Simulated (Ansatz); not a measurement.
Consider Sc in the hcp (Mg type) structure (space group P6_3/mmc, No. 194; a = 3.3179 Å, c = 5.1860 Å; relaxed with 0.1 eV smearing). Axes: x lies along a and z along c of the hexagonal cell.

The values are results of PBE, PAW, 420 eV (Ansatz, a quantum-chemistry and plane-wave program; no SOC), not measurements.

Modification: every lattice vector is shortened by 2.00 %; the atoms relax in the strained cell.

**Question.** Predict the stress tensor and what it implies for the stiffness.

**Answer.** Stress of the strained cell less that of the base (GPa, compression positive):
```
    3.7     0.0     0.0
    0.0     3.7     0.0
    0.0     0.0     3.5
```

Then B = −ΔP/(ΔV/V₀) with ΔV/V₀ = -0.0588 gives secant stiffness values (nonlinear terms included at this strain): B (at held cell shape, above the free-shape value) ≈ 61 GPa.

As a check, the harmonic strain energy −½ V₀ Δσ:ε is 17 meV/atom; the computed energy rise is 16 meV/atom.

Stability against distortions was not tested. All final runs are without spin polarisation.
